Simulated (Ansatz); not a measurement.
System: Ta₂N (P-3m1, No. 164, 3 atoms in the cell; start mp-10196). Method: LDA in Ansatz (plane waves, PAW).

Settings: plane-wave cutoff 520 eV, 24×24×12 k mesh (along the axes of the cell as run), Fermi–Dirac smearing 0.05 eV, scalar-relativistic PAW data made under PBE.

Cell (relaxed at this level):

```cif
data_NTa2
_chemical_formula_sum 'Ta2 N1'
_space_group_name_H-M_alt 'P-3m1'
_space_group_IT_number 164
_space_group_name_Hall '-P 3 2"'
_cell_length_a 3.06145
_cell_length_b 3.06145
_cell_length_c 4.78801
_cell_angle_alpha 90.000
_cell_angle_beta 90.000
_cell_angle_gamma 120.000
loop_
_atom_site_label
_atom_site_type_symbol
_atom_site_symmetry_multiplicity
_atom_site_Wyckoff_symbol
_atom_site_fract_x
_atom_site_fract_y
_atom_site_fract_z
_atom_site_occupancy
Ta1 Ta 2 d 0.33333 0.66667 0.25347 1
N1 N 1 a 0.00000 0.00000 0.00000 1
```

**Question.** Estimate the bulk modulus B0 that the calculation returns.

**Answer.** 
- bulk modulus B0: 300 GPa

The run finds no gap.

Note: the bulk modulus is −V dP/dV from two relaxed cells at ±2 % in volume; the relaxation could not lower the start's symmetry, so the cell can be a saddle point above a distorted one.

Spin–orbit coupling is not included; it can open a gap where bands touch, and shift volumes and moduli.

Static lattice: no zero-point or thermal effects.

A start named mp-… is a Materials Project structure, which need not be a measured phase.

Ansatz is a quantum-chemistry and plane-wave program.
